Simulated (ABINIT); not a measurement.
**Pressure against volume in bcc Ta (space group 229) (ABINIT, PBEsol)**

```xyz
1
Lattice="-1.6021 1.6021 1.6021 1.6021 -1.6021 1.6021 1.6021 1.6021 -1.6021" Properties=species:S:1:pos:R:3 pbc="T T T"
Ta     0.0000     0.0000     0.0000
```

Level of theory: PBEsol, norm-conserving pseudopotentials (PseudoDojo nc-sr-04 PBEsol standard) (plane waves; ABINIT). Settings: pseudos = [Ta.upf]; ecut = 38 Ha; occopt = 3; tsmear = 0.00183747 Ha; ngkpt = 25 25 25; nshiftk = 1; shiftk = 0 0 0; potentials = PseudoDojo nc-sr-04 PBEsol standard; nband = 12; kptopt = 1; nstep = 50; toldfe = 1e-09 Ha. The cell above is the first row's. The rows scale it uniformly. In all rows the k mesh is held.

| V (Å^3/atom) | P (GPa) |
|---|---|
| 16.448 | ? |
| 16.806 | 11.25 |
| 17.163 | 6.27 |
| 17.521 | 1.77 |
| 17.879 | -2.32 |
| 18.236 | -6.04 |
| 18.594 | -9.43 |
| 18.951 | -12.54 |
| 19.309 | -15.38 |

Problem. Fit P against V with a cubic, and predict the withheld value at V = 16.448.

Solution. With u = V - 18.1, the rows have u = -1.2940, -0.9370, -0.5790, -0.2210, 0.1360, 0.4940, 0.8510, 1.2090. Least squares gives P = -4.668 - 10.2785·u + 1.3576·u² - 0.1559·u³. Residuals (row less fit): 0.007, -0.013, 0.001, 0.008, 0.001, 0.003, -0.012, 0.006; standard error 0.011 (degrees of freedom: 4). The fitted pressure is zero at V0 = 17.67, where dP/dV = -11.53, so B0 = -V0·dP/dV = 204 GPa. At the withheld row, u = -1.6520, so P = -4.668 - 10.2785 × (-1.6520) + 1.3576 × (-1.6520)² - 0.1559 × (-1.6520)³ = 16.720 GPa. The calculation gives 16.79 GPa, 0.070 GPa above the prediction (0.2 % of the range of P in the table). The row lies outside the fitted rows, so this is an extrapolation. From the scatter of the fitted rows alone, a prediction at this place has a standard error of 0.029 GPa, so the miss is 2.4 times that.

Carrying the step between the two nearest rows on in a straight line would have given 16.24, off by 0.55; series whose last step already gives the withheld value aren't shown. The scan was laid around a cell of about the measured size, scaled by a guess for this functional. Spin polarisation is off. Spin-orbit coupling is off. Cutoffs and mesh are single choices, not tested for convergence of this quantity. Series with a scatter that would blur these digits, or in which a gap closes, are not shown.
